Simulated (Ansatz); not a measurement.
Here is the system:

```
CELL_PARAMETERS angstrom
      3.21119     0.00000     0.00000
     -1.60560     2.78097     0.00000
      0.00000     0.00000     5.22257
ATOMIC_POSITIONS crystal
  Mg 0.66667 0.33333 0.75000
  Mg 0.33333 0.66667 0.25000
```

No spin polarisation.

The values are results of DFT with PBE, PAW potentials and a 420 eV plane-wave cutoff in Ansatz (an electronic-structure program), spin-orbit coupling left out, not measurements. Settings: 21×21×11 k-points, 0.1 eV Fermi–Dirac smearing.

Predict the space group.

P6_3/mmc (No. 194).

Estimate the pressure (mean of the normal stresses, compression positive).

-0.5 GPa.

What is the computed band gap?

Zero.

The cells carry an imposed strain or load. Whether these cells are dynamically stable was not tested. The cell was made from Mg in the hcp (Mg type) structure (space group P6_3/mmc, No. 194) by this change: isotropic strain +0.50 %.
